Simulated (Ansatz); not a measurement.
We consider MgS (model structure, started from the BeO type, P4₂/mnm, No. 136, 8 atoms in the cell), described by PBEsol (plane waves, PAW; Ansatz, a quantum-chemistry and plane-wave program).

Numerical settings: plane-wave cutoff 520 eV, 6×6×10 k mesh (along the axes of the cell as run), Fermi–Dirac smearing 0.01 eV, scalar-relativistic PAW data made under PBE.

Cell (relaxed at this level):

```
CELL_PARAMETERS angstrom
      6.80714     0.00000     0.00000
      0.00000     6.80714     0.00000
      0.00000     0.00000     4.06421
ATOMIC_POSITIONS crystal
  Mg 0.32645 0.67355 0.00000
  Mg 0.67355 0.32645 0.00000
  Mg 0.82645 0.82645 0.50000
  Mg 0.17355 0.17355 0.50000
  S  0.31159 0.31159 0.00000
  S  0.68841 0.68841 0.00000
  S  0.18841 0.81159 0.50000
  S  0.81159 0.18841 0.50000
```

Task: Estimate the band gap that the calculation returns.

Result: 
band gap: 3.28 eV (direct)

Note: the relaxation could raise the start's symmetry but not lower it, so the cell can be a saddle point.

Computed values are for the static lattice.

Cost on a shared machine: around 50 core-seconds (rough).

A model structure was made by putting elements into a prototype or built by hand; it is no filed structure, need not be a known phase, and can be a saddle point held by its symmetry.
